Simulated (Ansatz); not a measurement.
For BeAl3 (model structure, started from the Cu3Au type, Pm-3m, No. 221, 4 atoms in the cell), PBEsol in Ansatz (PAW) gives:

| Item | Result |
|---|---|
| lattice parameter a | 3.861 Å |
| bulk modulus B0 | 91.7 GPa |
| cohesive energy | 3.69 eV/atom |

Question: What does r²SCAN (Ansatz, a first-principles code, plane waves, PAW) give for the same quantities?

Answer: 
- lattice constant a: 3.853 Å (shrinks by 0.2 %)
- bulk modulus: 97.7 GPa (grows by 6.5 %)
- cohesive energy: 3.49 eV/atom (shrinks by 0.20 eV/atom)

Changes are worked out from the printed values.

Unless a cell is named, each level is at its own relaxed cell (PBEsol 14.39, r²SCAN 14.30 Å³/atom).

Caveats: the bulk modulus is −V dP/dV from two relaxed cells at ±2 % in volume (PBEsol, r²SCAN). Ansatz's density-functional and Hartree–Fock values are scalar-relativistic unless marked +SOC, with PAW data made under PBE.

A model structure was made by putting elements into a prototype or built by hand; it is no filed structure, need not be a known phase, and can be a saddle point held by its symmetry.
